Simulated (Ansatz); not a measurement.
Worked example: self-consistent single point of LuBi (I4mm, 2 atoms in the cell) in Ansatz (a program for electronic structure).

Method of the run: LDA (PW92), default PAW files made with PBE (plane waves; Ansatz).

```
CELL_PARAMETERS angstrom
      0.00000     3.11748     3.11748
      3.11748     0.00000     3.11748
      3.11748     3.11748     0.00000
ATOMIC_POSITIONS crystal
  Lu 0.50802 0.50802 0.49198
  Bi 0.00000 0.00000 0.00000
```

Reference input (self-consistent single point, DFT, LDA (PW92), plane waves, default PAW files made with PBE): basis.ecutwfc = 420 eV; kpoints.mp_grid.grid = 9 9 9; hamiltonian.xc = lda; hamiltonian.pseudopotentials = {kind: paw} (the program's default PAW files); scf.occupations.method = fermi_dirac; scf.occupations.width = 0.1 eV. This run's input differs from it in these lines:

Ansatz 0.2 input:
```diff
@@ -9,3 +9,3 @@
 basis:
-  ecutwfc: 420.0
+  ecutwfc: 840.0
 kpoints:
```

Output, abridged:

```
SCF iter   1: F=—  HF=-26580.358246 eV  |F-HF|=—  |Δ(HF+E_count)|=         —  Δρ=3.50e-3  dr2=4.72e-3  ethr=1.77e-3  ⟨swp⟩=5.3  Hψ=7465  notcnv=0
all-band conjugate gradients solve this SCF's bands
preconditioner: auto → Kerker (q_TF=auto, 2.546 Å⁻¹)
SCF iter   2: F=—  HF=-26580.357813 eV  |F-HF|=—  |Δ(HF+E_count)|=   4.34e-4  Δρ=2.04e-3  dr2=1.89e-3  ethr=1.18e-5  ⟨swp⟩=2.1  Hψ=3264  notcnv=0
   [... lines left out ...]
SCF iter   5: F=—  HF=-26580.357553 eV  |F-HF|=—  |Δ(HF+E_count)|=   3.86e-5  Δρ=7.52e-5  dr2=6.17e-6  ethr=2.00e-7  ⟨swp⟩=2.0  Hψ=2650  notcnv=0
SCF iter   6: F=—  HF=-26580.357552 eV  |F-HF|=—  |Δ(HF+E_count)|=   1.00e-6  Δρ=2.92e-5  dr2=5.05e-7  ethr=1.54e-8  ⟨swp⟩=2.0  Hψ=2660  notcnv=0
SCF iter   7: F=—  HF=-26580.357552 eV  |F-HF|=—  |Δ(HF+E_count)|=   1.28e-7  Δρ=1.07e-5  dr2=9.74e-8  ethr=2.50e-10  ⟨swp⟩=7.1  Hψ=9652  notcnv=0
SCF iter   8: F=-26580.357552 eV  HF=-26580.357552 eV  |F-HF|=4.88e-9  |Δ(HF+E_count)|=   3.12e-8  Δρ=2.97e-6  dr2=6.25e-9  ethr=2.44e-10  ⟨swp⟩=4.7  Hψ=6740  notcnv=0
SCF 1 converged in 8 iterations: F = -26580.357552 eV  dr2 = 6.25e-9
Free energy (F): -26580.357552 eV
Internal energy: -26580.345508 eV  (E = F + TS)
E sigma→0 (E₀):  -26580.351530 eV
Entropy (-TS):   -0.012043 eV (-6.022 meV/atom)
Fermi energy:    12.215649 eV
--- Forces (eV/Å), atoms counted from 1 ---
  atom   1  Lu     0.00000000    -0.00000000    -0.19250914
  atom   2  Bi     0.00000000     0.00000000     0.19251043
--- Stress (GPa, compression-positive) ---
       -4.715877       0.000000       0.000000
        0.000000      -4.715877       0.000000
        0.000000       0.000000      -4.550153
  P = ⅓ Tr σ = -4.6606 GPa (-46.606 kbar)
  The stress holds the Pulay correction. Without it, at fixed plane waves, as pw.x and ABINIT print it: P = -4.6624 GPa
```

The run converged in 8 iterations. Against the reference run the free energy goes down by 1.3 meV/atom, the pressure stays at -4.66 GPa and the largest force moves little (0.192 to 0.193 eV/Å).

The starting cell comes from a database of computed structures (which also holds hypothetical and non-ambient phases and stackings), without a prior relaxation at this level. Its lattice was rescaled by up to half a per cent. One atom was moved a little off its site on purpose. Ansatz's pressure includes its estimate of the finite-basis (Pulay) stress.
